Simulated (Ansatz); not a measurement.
# A computed series for BAs: response to strain

Take BAs in the zinc blende structure (space group F-43m, No. 216; a = 4.732 Å) as the base. Axes: x, y, z lie along the cube axes.

Strains are applied to the cell and any free atomic positions relax; under biaxial strain the out-of-plane vector relaxes too.

Method: LDA (Ansatz, a program for electronic structure), no spin-orbit coupling.

Notes on the quantities. pressure: mean of the normal stresses, compression positive; energy relative to the base: free energy F.

```csv
case,pressure,energy relative to the base,gap character,band gap,ratio −ε⊥/ε∥
base,0.00 GPa,0 meV/atom,–,1.11 eV,–
"biaxial strain −2.50 %, plane normal [111], relaxed out of plane",7.20 GPa,+21 meV/atom,"indirect, Γ → F–Γ (17 % along)",0.90 eV,0.26
"biaxial strain −2.08 %, plane normal [111], relaxed out of plane",5.89 GPa,+15 meV/atom,"indirect, Γ → F–Γ (17 % along)",0.95 eV,0.25
"biaxial strain −1.67 %, plane normal [111], relaxed out of plane",4.64 GPa,+9.3 meV/atom,"indirect, Γ → F–Γ (17 % along)",0.99 eV,0.25
"biaxial strain −1.25 %, plane normal [111], relaxed out of plane",3.41 GPa,+5.2 meV/atom,"indirect, Γ → F–Γ (17 % along)",1.03 eV,0.25
"biaxial strain −0.83 %, plane normal [111], relaxed out of plane",…,…,"indirect, Γ → F–Γ (17 % along)",…,0.25
"biaxial strain −0.42 %, plane normal [111], relaxed out of plane",1.10 GPa,+0.6 meV/atom,"indirect, Γ → F–Γ (22 % along)",1.09 eV,–
"biaxial strain +0.42 %, plane normal [111], relaxed out of plane",-1.07 GPa,+0.6 meV/atom,"indirect, Γ → F–Γ (18 % along)",1.08 eV,–
"biaxial strain +2.08 %, plane normal [111], relaxed out of plane",-4.90 GPa,+13 meV/atom,"indirect, Γ → F–Γ (18 % along)",0.99 eV,0.23
"biaxial strain +2.50 %, plane normal [111], relaxed out of plane",-5.78 GPa,+19 meV/atom,"indirect, Γ → F–Γ (18 % along)",0.97 eV,0.23
```

**Question.** Fill in the withheld entries from the trend.

**Answer.** 
- biaxial strain −0.83 %, plane normal [111], relaxed out of plane, pressure: 2.22 GPa
- biaxial strain −0.83 %, plane normal [111], relaxed out of plane, energy relative to the base: +2.3 meV/atom
- biaxial strain −0.83 %, plane normal [111], relaxed out of plane, band gap: 1.06 eV

Whether these cells are dynamically stable was not tested. Labels are those of the standard path for the cell's own space group.
